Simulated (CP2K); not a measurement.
Input and output of a self-consistent single point for SrCd (P1, 2 atoms in the cell) (CP2K).

Method of the run: LDA (Pade form), GPW, DZVP-MOLOPT-SR-GTH basis, GTH-PADE potentials (GTH_POTENTIALS) (CP2K).

The change in words: atoms moved at random. Reference geometry:
```
CELL_PARAMETERS angstrom
      4.03563     0.00000     0.00000
      0.00000     4.03563     0.00000
      0.00000     0.00000     4.03563
ATOMIC_POSITIONS crystal
  Sr 0.50000 0.50000 0.50000
  Cd 0.00000 0.00000 0.00000
```

Reference input (self-consistent single point, DFT LDA (Pade form), GPW, DZVP-MOLOPT-SR-GTH basis, GTH-PADE potentials (GTH_POTENTIALS)): CUTOFF = 500 Ry; REL_CUTOFF = 50 Ry; SMEAR/METHOD = FERMI_DIRAC; ELECTRONIC_TEMPERATURE = 1160.45 K; KPOINTS/SCHEME = MONKHORST-PACK 11 11 11; XC_FUNCTIONAL = PADE; Sr/BASIS_SET = DZVP-MOLOPT-SR-GTH; Sr/POTENTIAL = GTH-PADE-q10; Cd/BASIS_SET = DZVP-MOLOPT-SR-GTH; Cd/POTENTIAL = GTH-PADE-q12; METHOD = GPW; EPS_DEFAULT = 1e-10. This run's input differs from it in these lines:

```diff
@@ -69,4 +69,4 @@
       SCALED
-      Sr       0.50000000     0.50000000     0.50000000
-      Cd       0.00000000     0.00000000     0.00000000
+      Sr       0.50139100     0.49794000     0.48866400
+      Cd      -0.00139100     0.00206000     0.01133600
     &END COORD
```

Log, with long lists cut:

```
 SCF WAVEFUNCTION OPTIMIZATION

  Step     Update method      Time    Convergence         Total energy    Change
     1 NoMix/Diag. 0.20E+00      -     1.69219947       -77.0037289031 -7.70E+01
     2 Broy./Diag. 0.20E+00      -     0.03553656       -77.5234154185 -5.20E-01
     3 Broy./Diag. 0.20E+00      -     0.09275054       -77.1091423034  4.14E-01
     4 Broy./Diag. 0.20E+00      -     0.00888162       -76.8014573142  3.08E-01
     5 Broy./Diag. 0.20E+00      -     0.00605665       -76.7922440811  9.21E-03
     6 Broy./Diag. 0.20E+00      -     0.00147177       -76.8111687113 -1.89E-02
   [... 4 lines left out ...]
    11 Broy./Diag. 0.20E+00      -     0.00000937       -76.8121802088 -5.99E-05
    12 Broy./Diag. 0.20E+00      -     0.00000209       -76.8121694762  1.07E-05
    13 Broy./Diag. 0.20E+00      -     0.00000106       -76.8121685216  9.55E-07
    14 Broy./Diag. 0.20E+00      -     0.00000005       -76.8121692369 -7.15E-07
  *** SCF run converged in    14 steps ***

  Overlap energy of the core charge distribution:               0.00000000000000
  Self energy of the core charge distribution:               -132.62729376883999
  Core Hamiltonian energy:                                     36.47915256179441
  Hartree energy:                                              30.08629456052779
  Exchange-correlation energy:                                -10.74851000543700
  Electronic entropic energy:                                  -0.00181258498001
  Fermi energy:                                                 0.20189791843755

  Total energy:                                               -76.81216923693444
  Total energy (extrapolated to T->0):                        -76.81126294444444

   [... lines left out ...]

 STRESS| Analytical stress tensor [bar]
 STRESS|                        x                   y                   z
 STRESS|      x       -2.18555840146E+04  -2.74131300467E+01  -1.48353101812E+02
 STRESS|      y       -2.74131300467E+01  -2.18630994839E+04   2.19632944363E+02
 STRESS|      z       -1.48353101812E+02   2.19632944363E+02  -2.22562370276E+04
 STRESS| 1/3 Trace                                            -2.19916401754E+04
```

The run converged in 14 iterations. Against the reference run the free energy rises by 3.5 meV/atom, the pressure hardly changes (-2.25 to -2.20 GPa) and the largest force goes from 0.000 to 0.149 eV/Å.

The starting cell comes from a database of computed structures (which also holds hypothetical and non-ambient phases and stackings), without a prior relaxation at this level. For this run, on top of that: atoms moved at random. Values carry the incompleteness of an atom-centred basis.

Cost on one core of a shared machine: roughly 70 s.
